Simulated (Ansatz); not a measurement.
Zr₃N₄ (space group R-3m, No. 166; a cell from a computed database, its experimental status unchecked)

```xyz
7
Lattice="1.7083 0.9863 8.3353 -1.7083 0.9863 8.3353 0.0000 -1.9725 8.3353" Properties=species:S:1:pos:R:3 pbc="T T T"
Zr     0.0000     0.0000     5.5599
Zr     0.0000     0.0000    19.4460
Zr     0.0000     0.0000     0.0000
N      0.0000     0.0000    15.5435
N      0.0000     0.0000     9.4623
N      0.0000     0.0000    21.6996
N      0.0000     0.0000     3.3062
```

Level of theory: plane-wave PAW DFT at the PBEsol level (Ansatz, an electronic-structure program, 420 eV), spin-orbit coupling left out. k-mesh 11×11×11 (Γ-centred); smearing 0.05 eV (Fermi–Dirac).

```json
{
 "volume_per_atom": "12.04 Å³",
 "density": "6.50 g/cm³",
 "band_gap": "0.99 eV (uncertain: the edges found on the path are not clean extrema)",
 "total_energy": "-1987.328 eV/atom (σ→0; compares only within this code and set-up)"
}
```

Stability against distortions was not tested.
